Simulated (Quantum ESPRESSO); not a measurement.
Habitual settings against a tight run: Ba4As2O (I4/mmm, 7 atoms in the cell)

Self-consistent single point.

```
Ba4As2O
1.0
   -2.55165     2.55165     8.53686
    2.55165    -2.55165     8.53686
    2.55165     2.55165    -8.53686
Ba As O
4 2 1
Direct
  0.67539   0.67539   0.00000
  0.32461   0.32461   0.00000
  0.50000   0.00000   0.50000
  0.00000   0.50000   0.50000
  0.86438   0.86438   0.00000
  0.13562   0.13562   0.00000
  0.50000   0.50000   0.00000
```

Method of the run: PBEsol, GBRV 1.5 ultrasoft (PBESOL) pseudopotentials (plane waves; Quantum ESPRESSO).

Base settings: ecutwfc = 40 Ry; ecutrho = 200 Ry; occupations = fixed; potentials = {Ba: ba_pbesol_v1.uspp.F.UPF, As: as_pbesol_v1.uspp.F.UPF, O: o_pbesol_v1.2.uspp.F.UPF}; K_POINTS = automatic 5 5 5 0 0 0; nbnd = 34; conv_thr = 1e-10 Ry; mixing_beta = 0.3.

Tight run (finer mesh or higher cutoff; not a proven limit): ecutwfc: 40 Ry → 56 Ry; ecutrho: 200 Ry → 280 Ry; conv_thr: 1e-10 Ry → 7.3e-11 Ry; K_POINTS: automatic 5 5 5 0 0 0 → automatic 7 7 7 0 0 0. It gave top of the valence band (on the code's own zero) 7.78 eV; gap on the k-point mesh 0.57 eV; pressure 0.42 GPa; largest force (vector length) 0.012 eV/Å.

Quick runs, as changes from the base:
- A: the base itself
- B: ecutwfc: 40 Ry → 24 Ry; ecutrho: 200 Ry → 120 Ry; occupations: fixed → smearing; nbnd: 34 → default; conv_thr: 1e-10 Ry → 7.3e-05 Ry; K_POINTS: automatic 5 5 5 0 0 0 → automatic 6 6 6 0 0 0; smearing: default → cold; degauss: default → 0.019992 Ry
- C: ecutwfc: 40 Ry → 24 Ry; ecutrho: 200 Ry → 120 Ry; conv_thr: 1e-10 Ry → 7.3e-05 Ry; K_POINTS: automatic 5 5 5 0 0 0 → automatic 1 1 1 0 0 0
- D: K_POINTS: automatic 5 5 5 0 0 0 → automatic 4 4 4 0 0 0

Energies are extrapolated to zero smearing width, which holds to low order in the width alone (under cold and Methfessel-Paxton smearing the free energy itself is taken).

Dashes: gap of B, no gap found; time of C, under 30 s.

Gaps are read on each run's own mesh, which may miss the band edges.

The count of work is k-points × plane waves × bands × iterations; it is no time. Core times come from one kind of shared machine and are given to one figure; runs under 30 s give none.

The starting cell comes from a database of computed structures (which also holds hypothetical and non-ambient phases and stackings), without a prior relaxation at this level. Its lattice was rescaled by a random factor within 2.5 % of one.

```
run  energy less tight (meV/atom)  pressure less tight (GPa)  largest miss in a force vector (eV/Å)  gap on the mesh less tight (eV)  count of work / tight  core time / tight (rough)
---  ----------------------------  -------------------------  -------------------------------------  -------------------------------  ---------------------  -------------------------
A                             4.3                      -0.01                                  0.003                            0.017                   0.27                        0.2
B                           159.8                      -3.37                                  0.005                                –                  0.087                       0.04
C                          1278.1                       1.79                                  2.563                           -0.064                 0.0033                          –
D                             6.0                       0.00                                  0.012                           -0.026                   0.18                        0.1
```

Among the runs at the tight run's level, the energy misses run from 4.3 to 1278.1 meV/atom.

Left out of this page: 1 run of the series outside the window shown, repeating another row's setting, or not comparable; 1 run of the series unsound by tests on forces, stress, charge or solver warnings.
